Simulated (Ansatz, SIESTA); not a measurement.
Code comparison for MgCo₂O₄ (C2/m, 7 atoms in the cell)

Self-consistent single point.

```xyz
7
Lattice="5.3939 -1.5155 0.0000 5.3939 1.5155 0.0000 -2.0461 0.0000 4.5218" Properties=species:S:1:pos:R:3 pbc="T T T"
Mg     4.3708     0.0000     2.2609
Co     6.8468     0.0000     3.5630
Co     1.8949     0.0000     0.9588
O      8.2566     0.0000     2.3571
O      0.4851     0.0000     2.1647
O      3.7970     0.0000     0.2737
O      4.9447     0.0000     4.2481
```
Moments meant for the start (each program seeds them in its own way; μB, in the order of the atoms Mg Co Co O O O O): 0.0 3.0 3.0 0.0 0.0 0.0 0.0.

Shared settings, as Ansatz (an electronic-structure program) writes them: kpoints.mp_grid.grid = 5 5 3; scf.occupations.method = fermi_dirac; scf.occupations.width = 0.01 eV. Potentials and cutoffs stand in the table.

```json
[
 {"code": "SIESTA", "model": "GGA PBEsol, numerical atomic orbitals DZP, PseudoDojo PBEsol standard norm-conserving potentials (rewritten from UPF to PSML)", "pressure (GPa)": "-10.68", "largest force (eV/Å)": "0.682", "size of the net moment (μB/atom)": "0.90", "cutoff": "grid 300 Ry"},
 {"code": "Ansatz", "model": "PBEsol, PAW files made with PBE", "pressure (GPa)": "-10.43", "largest force (eV/Å)": "0.716", "size of the net moment (μB/atom)": "0.88", "cutoff": "default"}
]
```

Size of the force on each atom (eV/Å): Sizes of forces hide their directions.

| code | Mg1 | Co2 | Co3 | O4 | O5 | O6 | O7 |
|---|---|---|---|---|---|---|---|
| SIESTA | 0.000 | 0.682 | 0.682 | 0.435 | 0.435 | 0.622 | 0.622 |
| Ansatz | 0.000 | 0.560 | 0.560 | 0.495 | 0.495 | 0.716 | 0.716 |

On Ansatz's run: the magnetic order is the one reached from the typed start; others were not searched systematically.

The spread over the programs that give each value: pressure within 0.25 GPa; largest force within 0.034 eV/Å; size of the net moment within 0.02 μB/atom.

SIESTA uses small atom-centred bases, whose incompleteness enters pressures, forces and empty levels differently from a plane-wave cutoff. Ansatz's pressure is given at a fixed set of plane waves, as the other plane-wave codes print theirs; with its correction for the finite basis it is -9.94 GPa (the shift of 0.49 GPa shows how far the cutoff is from converged).

The shared mesh is coarse (it stands for a supercell whose shortest vector is 15 Å), so the values are not converged in it.

The starting cell comes from a database of computed structures (which also holds hypothetical and non-ambient phases and stackings), without a prior relaxation at this level.

Keys are those of Ansatz 0.2.
